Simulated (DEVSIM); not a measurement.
Device: illuminated In0.53Ga0.47As p-on-n cell, one wavelength, at 300 K.

Layer 1 from the left is In0.53Ga0.47As, thickness (μm) 0.230, Na (cm⁻³) 1.6e16, τn (s) 4.6e-10, τp (s) 3.3e-10, absorption coefficient (cm⁻¹) 19000. Layer 2 from the left is In0.53Ga0.47As, thickness (μm) 2.80, Nd (cm⁻³) 3.8e15, τn (s) 4.9e-10, τp (s) 4.9e-10, absorption coefficient (cm⁻¹) 19000.

Left contact: ohmic, minority electron recombination velocity 1e5 cm/s. Right contact: ohmic, minority hole recombination velocity 6e5 cm/s. Voltage is applied to the left contact. Recombination: SRH at mid-gap, radiative, Auger. Light enters at the left, 1.4e18 photons cm⁻² s⁻¹, one pass, no reflection. Mobility is μmin + (μ − μmin)/(1 + (N/Nref)^α).

Constants are typed, rounded textbook-type inputs, not results; the design itself was drawn at random and stands for no fabricated device. Values at 300 K.

In0.53Ga0.47As: gap (eV) 0.74, affinity (eV) 4.51, permittivity 13.9, Nc (cm⁻³) 2.1e17, Nv (cm⁻³) 7.7e18, μn (cm²/Vs) 12000, μp (cm²/Vs) 300, μn,min 300, μp,min 10, Nref,n 1.3e17, Nref,p 4.9e17, αn 0.48, αp 0.4, B (cm³/s) 9.6e-11, Cn (cm⁶/s) 5e-29, Cp (cm⁶/s) 5e-29.

Model (solved in DEVSIM): 1D drift-diffusion, Boltzmann statistics, complete ionisation; no tunnelling, impact ionisation, image-force lowering or self-heating.

**Question.** What does the simulation give for the short-circuit current, the dark forward voltage at 1 A/cm², the dark forward voltage at 100 A/cm², the share of generated pairs collected at short circuit?

**Answer.** short-circuit current 187 mA/cm²; dark forward voltage at 1 A/cm² 0.303 V; dark forward voltage at 100 A/cm² 0.457 V; share of generated pairs collected at short circuit 0.834.
